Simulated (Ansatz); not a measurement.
The reference is InSb in the zinc blende structure (space group F-43m, No. 216).

```
InSb
1.0
    0.00000     3.25944     3.25944
    3.25944     0.00000     3.25944
    3.25944     3.25944     0.00000
In Sb
1 1
Direct
  0.00000   0.00000   0.00000
  0.25000   0.25000   0.25000
```

Calculations: Ansatz (a quantum-chemistry and plane-wave program), PBEsol, PAW, cutoff 420 eV, no spin-orbit coupling.

Base values:

| Item | Result |
|---|---|
| Pressure | 0.0 GPa |
| Band gap | zero |

One thing is altered: the cell is scaled by 1.0300 in all directions; the atoms relax in the strained cell.

Q: What happens to the pressure?

A: The pressure goes from zero to -3.1 GPa.

Q: How does this affect the energy relative to the base?

A: The energy grows by 33 meV/atom.

Q: How does this affect the band gap?

A: The band gap remains zero.

Spin-orbit coupling, missing from the scalar runs, can matter with Sb. Stability against distortions was not tested. All final runs are without spin polarisation. A zero or small gap of InSb can be the functional's error rather than a property of the material.
